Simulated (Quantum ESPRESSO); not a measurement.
## Pressure against volume in fluorite-structure HfO2 (space group 225) (Quantum ESPRESSO, PBE)

```xyz
3
Lattice="0.0000 2.4948 2.4948 2.4948 0.0000 2.4948 2.4948 2.4948 0.0000" Properties=species:S:1:pos:R:3 pbc="T T T"
Hf     0.0000     0.0000     0.0000
O      1.2474     1.2474     1.2474
O      3.7423     3.7423     3.7423
```

Method: PBE, GBRV 1.5 ultrasoft (PBE) pseudopotentials (plane waves; Quantum ESPRESSO). Settings: ecutwfc = 52 Ry; ecutrho = 416 Ry; occupations = smearing; smearing = fermi-dirac; degauss = 0.000734986 Ry; potentials = {Hf: hf_pbe_v1.uspp.F.UPF, O: o_pbe_v1.2.uspp.F.UPF}; K_POINTS = automatic 11 11 11 0 0 0; conv_thr = 1e-10 Ry; mixing_beta = 0.4. The cell above is the first row's. The rows scale it uniformly. In all rows fractional positions and the k mesh are held.

| V (Å^3/atom) | P (GPa) |
|---|---|
| 10.352 | 15.61 |
| 10.577 | 9.10 |
| 10.802 | 3.25 |
| 11.027 | -1.98 |
| 11.252 | -6.69 |
| 11.477 | -10.91 |
| 11.703 | -14.70 |
| 11.928 | -18.09 |
| 12.153 | ? |

### Question
Using a cubic, estimate the missing P at V = 12.153 from the other rows, showing the fit.

### Answer
With u = V - 11.1, the rows have u = -0.7480, -0.5230, -0.2980, -0.0730, 0.1520, 0.3770, 0.6030, 0.8280. Least squares gives P = -3.573 - 21.2960·u + 5.2084·u² - 0.8045·u³. Residuals (row less fit): 0.003, -0.005, -0.007, 0.010, 0.002, -0.006, -0.003, 0.002; standard error 0.008 (degrees of freedom: 4). The fitted pressure is zero at V0 = 10.94, where dP/dV = -23.04, so B0 = -V0·dP/dV = 252 GPa. At the withheld row, u = 1.0530, so P = -3.573 - 21.2960 × 1.0530 + 5.2084 × 1.0530² - 0.8045 × 1.0530³ = -21.162 GPa. The calculation gives -21.14 GPa, 0.022 GPa above the prediction (0.1 % of the range of P in the table). The row lies outside the fitted rows, so this is an extrapolation. From the scatter of the fitted rows alone, a prediction at this place has a standard error of 0.020 GPa, so the miss is 1.1 times that.

Carrying the step between the two nearest rows on in a straight line would have given -21.48, off by 0.34; series whose last step already gives the withheld value aren't shown. The scan was laid around a cell of about the measured size, scaled by a guess for this functional. This is a high-temperature phase, held here by symmetry. The runs keep the symmetry of the cell, so they don't test it for distortions. Spin-orbit coupling is off. Cutoffs and mesh are single choices, not tested for convergence of this quantity. Series with a scatter that would blur these digits, or in which a gap closes, are not shown.
